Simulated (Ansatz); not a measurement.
System: Si (I4/mmm, No. 139, 4 atoms in the cell; start mp-999200; another form than the element's usual one). Method: HSE06 in Ansatz (plane waves, PAW).

Numerical settings: plane-wave cutoff 520 eV, 8×8×8 k mesh, scalar-relativistic PAW data made under PBE.

Cell (relaxed at this level):

```
Si
1.0
   -3.32556     3.32556     1.92124
    3.32556    -3.32556     1.92124
    3.32556     3.32556    -1.92124
Si
4
Cartesian
  1.18851   1.18851   0.00000
  2.13705   2.13705   1.92124
  2.13705  -2.13705   1.92124
 -2.13705   2.13705   1.92124
```

Q: What does this level give for the Voigt–Reuss–Hill bulk modulus, Voigt–Reuss–Hill shear modulus (Hill average), Young modulus and Poisson ratio?

A: 
- Voigt–Reuss–Hill bulk modulus: 90.1 GPa
- Voigt–Reuss–Hill shear modulus (Hill average): 51.9 GPa
- Young modulus: 131 GPa
- Poisson ratio: 0.258

Note: the relaxation could not lower the start's symmetry, so the cell can be a saddle point above a distorted one.

Elastic constants are with the ions relaxed.

Static lattice: no zero-point or thermal effects.

Computing time: roughly 7 core-hours.

A start named mp-… is a Materials Project structure, which need not be a measured phase.

Ansatz is a first-principles code.
